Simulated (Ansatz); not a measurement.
Structure of amorphous In9Ga9Zn9O37K2 (periodic cell):

```xyz
66
Lattice="9.2463 -0.3581 -0.0558 -0.3581 9.7933 0.0104 -0.0558 0.0104 9.5146" Properties=species:S:1:pos:R:3 pbc="T T T"
In     0.5463     4.5427     1.6225
In     7.7634     9.0827     8.7369
In     3.8907     9.5344     9.3006
In     3.8895     6.4634     1.1175
In     5.3378     4.3399     7.9287
In     6.8890     6.5683     6.0066
In     7.1103     1.7800     0.7390
In     4.1514     1.2549     6.2017
In     2.1128     2.5754     3.8641
Ga     6.7627     9.3335     5.2207
Ga     8.5288     4.2768     8.2581
Ga     5.8485     2.0777     3.6280
Ga     0.9678     7.2758     5.7198
Ga     1.2007     7.2019     8.5433
Ga     0.6965     0.4859     6.2665
Ga     2.6944     6.0162     3.6679
Ga     7.4229     2.0060     6.9271
Ga     5.7865     8.6363     2.3480
Zn     7.5597     6.3047     0.4353
Zn     8.4070     4.0620     4.6248
Zn     4.5164     4.5168     4.9755
Zn     3.9083     3.0133     0.9249
Zn     1.5276     1.3677     0.9465
Zn     6.2285     4.8670     2.5627
Zn     8.9029     0.8366     3.0151
Zn     2.8207     9.4158     3.3582
Zn     3.6898     7.3813     6.9439
O      4.4643     5.6191     3.1200
O      3.1113     1.4530     9.3962
O      2.1689     3.1734     1.7744
O      4.1230     1.4196     4.0252
O      8.7992     0.8852     7.4999
O      5.6639     2.9088     1.8531
O      8.6144     3.0817     0.1542
O      0.7484     5.4490     9.0623
O      6.2542     2.4090     8.3021
O      2.9730     7.6296     9.0634
O      2.0528     1.6102     5.8483
O      6.4065     1.2414     5.5450
O      8.4680     3.5009     6.5597
O      8.9003    -0.2249     4.7156
O      1.6503     0.6622     2.8837
O      0.0045     3.1752     3.4747
O      4.9550     5.9566     6.3729
O      2.4674     4.5050     4.6974
O      6.3563    -0.1685     0.2303
O      8.0250     5.2819     2.0290
O      2.2438     7.7109     4.4090
O      8.6665     6.0445     5.0541
O      1.9937     6.3634     6.9350
O      3.9914     9.2783     7.1630
O      0.6837     8.6095     6.9998
O      6.1401     7.9857     4.1391
O      6.8590     8.4251     6.8828
O      3.9476     8.7243     1.9646
O      4.0974     4.7237     9.4886
O      5.9905     7.0891     1.2580
O      6.8423     0.6299     2.8508
O      6.3725     3.8008     4.3216
O      1.8955     6.1958     2.0199
O      4.3412     3.2642     6.4829
O     -0.2864     7.9200     9.5024
O      7.1235     5.5223     8.1043
O      8.9136     0.4626     0.9641
K     -0.0562     7.9917     2.7092
K      2.0198     3.7228     7.4727
```

All values below come from PBE, scalar-relativistic without spin-orbit coupling (plane waves to 420 eV, PAW; Ansatz, a quantum-chemistry and plane-wave program).

Preparation: random packing, a CHGNet melt and quench, and a DFT relaxation. O atoms were pushed apart under 1.9 Å during the dynamics, to hinder bonds among them. The hot cell started wider than the set density and was brought back towards it in steps. It is the lowest in DFT energy of 2 quenches. It is a model cell: composition and starting density were chosen by hand, and all elements were melted together. No dispersion term was used. Its density started from a set value of 5.63 and ended at 5.63 g/cm³. The simulated quench (nominally 210 K/ps over its main leg) is rapid and tends to freeze in more defects than a deposited or slowly cooled glass has. One small periodic cell is one sample of the glass; other quenches scatter about these values. The volume was held where the preparation left it and the shape relaxed, at a PBE pressure of 4.2 GPa. Stress components on the final sampling reach 4.3 GPa.

Neighbours within In-In 3.12 Å, In-Ga 2.90 Å, In-Zn 2.90 Å, In-O 2.62 Å, In-K 3.79 Å, Ga-Ga 2.68 Å, Ga-Zn 2.68 Å, Ga-O 2.44 Å, Ga-K 3.58 Å, Zn-Zn 2.68 Å, Zn-O 2.38 Å, Zn-K 3.58 Å, O-O 1.58 Å, O-K 3.23 Å, K-K 4.47 Å count as bonded. Two cations that share two anions don't count as bonded, nor two that share one unless they lie closer than In-In 3.04 Å, In-Ga 2.82 Å, In-Zn 2.82 Å, In-K 3.69 Å, Ga-Ga 2.61 Å, Ga-Zn 2.61 Å, Ga-K 3.48 Å, Zn-Zn 2.61 Å, Zn-K 3.48 Å, K-K 4.34 Å.

Question: Give the coordination numbers, mean bond lengths and angles.

Answer: 
Mean coordination of In by anions: 5.44 (5 with 5, 4 with 6)
Mean coordination of Ga by anions: 4.33 (6 with 4, 3 with 5); 1 close contacts or bonds to cations besides
Mean coordination of Zn by anions: 4.22 (7 with 4, 2 with 5)
Mean coordination of O: 3.84 (8 with 3, 27 with 4, 2 with 5)
Mean coordination of K by anions: 8.00 (2 with 8); 1 close contacts or bonds to cations besides
Mean In-O bond: 2.183 Å (spread 0.107 Å, 49 counted)
Mean Ga-O bond: 1.909 Å (spread 0.100 Å, 39 counted)
Mean Zn-O bond: 2.024 Å (spread 0.078 Å, 38 counted)
Mean O-K bond: 2.846 Å (spread 0.177 Å, 16 counted)
Bond angle at In: mean 104.7°, spread 27.6°
Bond angle at Ga: mean 107.2°, spread 20.5°
Bond angle at Zn: mean 107.7°, spread 20.2°
Bond angle at O: mean 109.1°, spread 18.2°
Bond angle at K: mean 98.9°, spread 31.6°

Question: List the pairs of like atoms that count as bonded by the rules above.

Answer: There are none by these rules.
